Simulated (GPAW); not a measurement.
# Converging the k-point mesh at a smearing width of 0.3 eV: Ba (Im-3m, 1 atom in the cell)

```
Ba
1.0
   -2.49745     2.49745     2.49745
    2.49745    -2.49745     2.49745
    2.49745     2.49745    -2.49745
Ba
1
Direct
  0.00000   0.00000   0.00000
```

Level of theory: PBE, GPAW PAW datasets PBE (gpaw-data 1.0.1) (plane waves; GPAW).

Base settings: mode = pw; ecut = 600 eV; xc = PBE; kpts = 7 7 7; mesh shift (steps) = 0 0 0; occupations.name = methfessel-paxton; occupations.width = 0.1 eV; occupations.order = 0; nbands = -7; symmetry.symmorphic = false.

In this ladder: occupations.width = 0.3 eV.

Only quantities that move along the ladder and can be compared are tabulated.

The count of work is k-points × plane waves × bands × iterations; it is no time. 

The starting cell has typed, rounded lattice constants, without a prior relaxation at this level. Its lattice was rescaled by up to half a per cent.

Steps (kpts): 3 3 3; 4 4 4; 5 5 5; 6 6 6; 7 7 7; 8 8 8; 10 10 10; 15 15 15; 18 18 18; 22 22 22.

Problem. What is the coarsest kpts that holds the free energy within 5 meV/atom of the last step, with all finer ones?

Solution. 5 5 5, at 0.030 of the last step's count of work; the step before is off by 12 meV/atom.

Problem. What is the coarsest kpts that holds the pressure within 0.2 GPa of the last step, with all finer ones?

Solution. 5 5 5, at 0.030 of the last step's count of work; the step before is off by 0.29 GPa.

```csv
kpts,free energy less the last step's (meV/atom),pressure (GPa),count of work / last
3 3 3,61.58,-0.29,0.012
4 4 4,12.28,0.50,0.022
5 5 5,-4.41,0.14,0.030
6 6 6,1.32,0.23,0.049
7 7 7,0.81,0.22,0.061
8 8 8,-0.84,0.20,0.089
10 10 10,0.03,0.21,0.14
15 15 15,0.00,0.21,0.36
18 18 18,0.00,0.21,0.59
22 22 22,0.00,0.21,1.0
```
